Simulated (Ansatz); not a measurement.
Results of BLYP (plane waves, PAW; Ansatz, a first-principles code) for cubic perovskite CsPbCl3 (cubic high-temperature phase).

Run with plane-wave cutoff 520 eV, 6×6×6 k mesh, Fermi–Dirac smearing 0.01 eV, scalar-relativistic PAW data made under PBE.

Response to compression and expansion:

```tsv
V (Å³/atom)	P (GPa)	direct gap at Γ (eV)	smallest gap on the k mesh (eV)
37.537	1.37	5.699	2.262
38.336	0.86	5.646	2.329
39.135	0.41	5.596	2.389
39.933	0.00	5.547	2.443
40.732	-0.36	5.500	2.490
41.531	-0.69	5.454	2.532
42.329	-0.97	5.410	2.569
```

The fundamental gap (2.44 eV at the equilibrium volume, with added k points) lies elsewhere than Γ–Γ.

Note: the cell is over a tenth larger than the published one: the level's own overestimate first of all, though another phase or state, or a fault of the published cell, is possible; the relaxation could not lower the start's symmetry, so the cell can be a saddle point above a distorted one.

Spin–orbit coupling is not included; with these elements it can move the gap by several tenths of an eV or more.
